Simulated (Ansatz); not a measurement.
# CuCl, pressure series

The parent structure is CuCl in the zinc blende structure (space group F-43m, No. 216; a = 5.424 Å).

Cell and atoms are relaxed at each pressure.

Method: PBE/PAW in Ansatz (an electronic-structure program), without spin-orbit coupling.

```tsv
pressure (GPa)	band gap (eV)
-1	0.49
0	0.53
0.3	0.54
0.7	?
1.5	0.58
3	0.63
5	0.69
7.5	0.76
10	0.83
```

Task: Fit E_g = E₀ + αP + βP² to the rows shown and predict the withheld row.

Result: Least squares on the printed values gives E₀ = 0.53 eV, α = 34.9 meV/GPa, β = -0.49 meV/GPa² (largest residual 0.00 eV); this predicts 0.55 eV, and the run gives 0.55 eV, in agreement.

Load acts through the strain it causes; cell and atoms are relaxed under it. Stability against distortions was not tested. Tetrahedral semiconductors of this kind turn to denser phases somewhere between about 1 and 50 GPa; those were not computed, so compressed cells here can lie past the real transition. No Hubbard U is applied. The final runs are not spin-polarised.
